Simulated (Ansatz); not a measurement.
The reference is Ru in the hcp (Mg type) structure (space group P6_3/mmc, No. 194; a = 2.704 Å, c = 4.263 Å; relaxed with 0.1 eV smearing). Axes: x lies along a and z along c of the hexagonal cell.

Computed with r2SCAN (Ansatz, a quantum-chemistry and plane-wave program), spin-orbit coupling left out.

Base values:

The shortest interatomic distance is 2.642 Å.

It is then changed as follows: uniaxial strain ε_xx = −3.00 %, all other strain components held at zero, atoms relaxed at fixed cell.

### Question
Predict the new energy relative to the base, stress and shortest interatomic distance.

### Answer
The energy goes up by 25 meV/atom; the stress (xx, yy, zz, yz, xz, xy; compression positive) amounts to (20.9, 6.5, 6.0, 0.0, 0.0, 0.0) GPa; the shortest interatomic distance drops by 0.019 Å (2.642 Å → 2.623 Å).

Stability against distortions was not tested. All final runs are without spin polarisation.
